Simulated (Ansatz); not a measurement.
MgS under load (space group R-3m), Ansatz (a program for electronic structure) with r2SCAN with spin-orbit coupling, rigid bands. Condition of this run: uniaxial stress along [111] of -1 GPa (compression positive) (the target of the relaxation). Band gap 3.40 eV, N_c = 1.72e19 cm⁻³ and N_v = 5.25e19 cm⁻³ at 300 K, conductivity masses of 0.365 mₑ (electrons) and 1.14 mₑ (holes). Take k_BT = 0.02585 eV.

### Question
What thermal injection velocity √(2k_BT/πm) limits a ballistic channel?

### Answer
8.91e6 cm/s for electrons and 5.04e6 cm/s for holes, a ratio of √(m_h/m_e) = 1.77, for dilute carriers.

### Question
A film of it is 2 nm thick. Estimate the confinement energies in an infinite well.

### Answer
ħ²π²/(2m t²) = 0.376 eV·nm²/(m/mₑ × t²) gives 258 meV for electrons and 82.5 meV for holes, so the gap would widen to about 3.74 eV. Finite barriers and nonparabolic bands lower this, and with several valleys or bands the heaviest mass along the normal sets the lowest level, not this average.

### Question
Find the intrinsic carrier density and the intrinsic Fermi level.

### Answer
n_i = √(N_c N_v) exp(−E_g/2k_BT) = 3.00e19 × exp(−65.76) = 8.3e-10 cm⁻³. The level lies (k_BT/2) ln(N_v/N_c) = 14 meV from mid-gap (positive towards the conduction band). Each 0.1 eV added to the gap lowers n_i by a factor of 6.9.

Rigid bands with the computed gap; masses take one relaxation time for all states.
